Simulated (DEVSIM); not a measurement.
Device: Co/La2O3/n-Si capacitor, at 250 K.

Layer 1 from the left is La2O3, thickness (nm) 23.0. Layer 2 from the left is Si, thickness (nm) 13000, Nd (cm⁻³) 2e15.

Metal gate on the left, work function 5 eV. Fixed charge at the semiconductor interface -6e11 cm⁻² (in units of +e); no interface traps.

The device is made up for the run: typed textbook-type constants, with dimensions and the other settings drawn at random. Values at 300 K; Nc and Nv go as T^1.5, mobilities as T to minus their exponent, the gap by Varshni's rule with the affinity fixed.

La2O3: gap (eV) 5.8, affinity (eV) 1.8, permittivity 27. Si: gap (eV) 1.124, affinity (eV) 4.05, permittivity 11.7, Nc (cm⁻³) 2.86e19, Nv (cm⁻³) 3.1e19, Varshni α (eV/K) 0.000473, Varshni β (K) 636.

### Question
Estimate by hand the flat-band voltage, the threshold voltage, and compare with a numerical solution.

### Answer

- Flat-band voltage: C = 1.04 μF/cm², work-function difference 0.750 V; VFB = φms − qNf/C = 0.84 V; numerical 0.84 V.
- Threshold voltage: φF = 0.367 V, depletion charge √(4εqNφF) = 2.21e-8 C/cm²; VT = VFB − 2φF − Qd/C = 0.09 V; numerical 0.09 V.

Model (solved in DEVSIM): 1D Poisson equation in equilibrium, Boltzmann statistics, complete ionisation; no quantum confinement or tunnelling. Metal contacts follow the ideal Schottky-Mott rule: no Fermi-level pinning, no interface dipoles.
